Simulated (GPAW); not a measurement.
Worked example: self-consistent single point of Nb (Im-3m, 1 atom in the cell) in GPAW.

Method of the run: PBEsol, GPAW PAW datasets PBEsol (made by gpaw-setup) (plane waves; GPAW).

```yaml
crystal:
  lattice:
    - [-1.63400, 1.63400, 1.63400]
    - [1.63400, -1.63400, 1.63400]
    - [1.63400, 1.63400, -1.63400]
  atoms:
    - { symbol: Nb, position: [0.00000, 0.00000, 0.00000] }
```

Reference input (self-consistent single point, DFT PBE, plane waves, GPAW PAW datasets PBE (gpaw-data 1.0.1)): mode = pw; ecut = 600 eV; xc = PBE; kpts = 11 11 11; mesh shift (steps) = 0 0 0; occupations.name = methfessel-paxton; occupations.width = 0.05 eV; occupations.order = 0; nbands = -7; convergence.density = 1e-05 e/electron; convergence.energy = 1e-05 eV/electron; symmetry.symmorphic = false. This run's input differs from it in these lines:

```diff
@@ -12,3 +12,3 @@
 calc = GPAW(mode=PW(600),
-            xc='PBE',
+            xc='PBEsol',
             kpts=(11, 11, 11),
```

Its files differ too (potentials: GPAW PAW datasets PBEsol (made by gpaw-setup)).

The program printed (abridged):

```
     iter     time        total  log10-change:
                         energy   eigst   dens
iter:   1 --:--:--   -11.699218
iter:   2 --:--:--   -11.603368   -1.61  -1.14
iter:   3 --:--:--   -11.123399   -1.00  -1.17
iter:   4 --:--:--   -11.114065   -3.27  -1.87
iter:   5 --:--:--   -11.079221   -2.15  -1.89
iter:   6 --:--:--   -11.073358   -3.51  -2.14
iter:   7 --:--:--   -11.073492   -3.77  -3.00
iter:   8 --:--:--   -11.073045   -4.60  -2.70
iter:   9 --:--:--   -11.073039   -6.13  -3.65
iter:  10 --:--:--   -11.073036c  -6.83  -3.87
iter:  11 --:--:--   -11.073034c  -7.13  -4.17
iter:  12 --:--:--   -11.073034c  -8.02c -4.75
iter:  13 --:--:--   -11.073034c  -9.21c -5.48c
Converged after 13 iterations.

Dipole moment: (0.000000, -0.000000, -0.000000) |e|*Ang

Energy contributions relative to reference atoms: (reference = -103848.611998)

Kinetic:         -0.491220
Potential:       -3.622275
External:        +0.000000
XC:              -6.900653
Entropy (-ST):   -0.003396
Local:           -0.057188
SIC:             +0.000000
--------------------------
Free energy:    -11.074732
Extrapolated:   -11.073034

Showing only first 2 kpts
 Kpt  Band  Eigenvalues  Occupancy
  0     4      5.68648    2.00000
  0     5     12.01844    0.00000
  0     6     12.01844    0.00000
  0     7     12.01844    0.00000

  1     4      6.03396    2.00000
  1     5     11.80374    0.00000
  1     6     11.95823    0.00000
  1     7     12.35784    0.00000

Fermi level: 11.59756

No gap
No difference between direct/indirect transitions
Energy (eV): -11.073034

Forces in eV/Ang:
  0 Nb   -0.00000   -0.00000   -0.00000

Stress tensor:
    -0.004266     0.000000    -0.000000
     0.000000    -0.004266     0.000000
    -0.000000     0.000000    -0.004266
Stress (GPa, Voigt): [-0.6835 -0.6835 -0.6835  0.     -0.      0.    ]
```

The run converged in 13 iterations. GPAW prints stress with tension positive. Against the reference run the pressure goes from 6.95 to 0.68 GPa.

The starting cell has typed, rounded lattice constants, without a prior relaxation at this level. Its lattice was rescaled by a random factor within 2.5 % of one. Spin polarisation is off.
